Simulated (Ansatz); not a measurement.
Structures of equal composition on the (111)B surface of zinc-blende BP (P plane on top): 2x2 Al adatom at H3; 2x2 Al adatom at T4. The slabs share one bottom face, and each structure is named by its start. These are constructed structures in small cells; real faces may alloy, dewet or reconstruct in larger ones, and not all known structures of the face are among them. Slabs of about 14 Å with all that they carry, Fermi-Dirac smearing of 0.025 eV. Bottom of the slabs: H caps. Relaxed from the named starts with such symmetry as they have, on meshes of like density; energies extrapolated to zero smearing; no spin-orbit coupling, no U. Spin-polarised runs, if any, are marked in brackets, and their order is one that fits the cell; the others ran without spin. Where a second, spin-polarised start was run, the lower counts.

The numbers are results of PBE (plane waves to 420 eV, PAW; Ansatz, a quantum-chemistry and plane-wave program), not measurements.

Q: Put the candidates in order of energy per 1x1 cell, lowest first, for PBE.

A: 2x2 Al adatom at T4 (0.000 eV, gap 0.60 eV on the mesh), 2x2 Al adatom at H3 (0.088 eV, gap 0.54 eV on the mesh)
